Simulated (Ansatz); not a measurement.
## CeO2 in the fluorite structure (space group Fm-3m, No. 225)

```xyz
3
Lattice="0.0000 2.6990 2.6990 2.6990 0.0000 2.6990 2.6990 2.6990 0.0000" Properties=species:S:1:pos:R:3 pbc="T T T"
Ce     0.0000     0.0000     0.0000
O      1.3495     1.3495     1.3495
O      4.0485     4.0485     4.0485
```

The values are results of DFT with PBEsol, PAW potentials and a 420 eV plane-wave cutoff in Ansatz (an electronic-structure program), without spin-orbit coupling, not measurements. Settings: 11×11×11 k-points, 0.05 eV Fermi–Dirac smearing.

Volume per atom: 13.11 Å³
Density: 7.27 g/cm³
Band gap: 1.98 eV, indirect, a point along ⟨110⟩, about 0.9 Å⁻¹ from Γ → L
Lowest conduction-band minima above the VBM: L along ⟨111⟩ 1.98 eV; X along ⟨100⟩ 2.01 eV; a point along ⟨110⟩, about 1.1 Å⁻¹ from Γ 2.05 eV
Total energy: -2537.308 eV/atom (σ→0; compares only within this code and set-up)

Stability against distortions was not tested. Starting moments died away, wholly or in part, for the base; another magnetic solution may exist. The final runs are not spin-polarised.
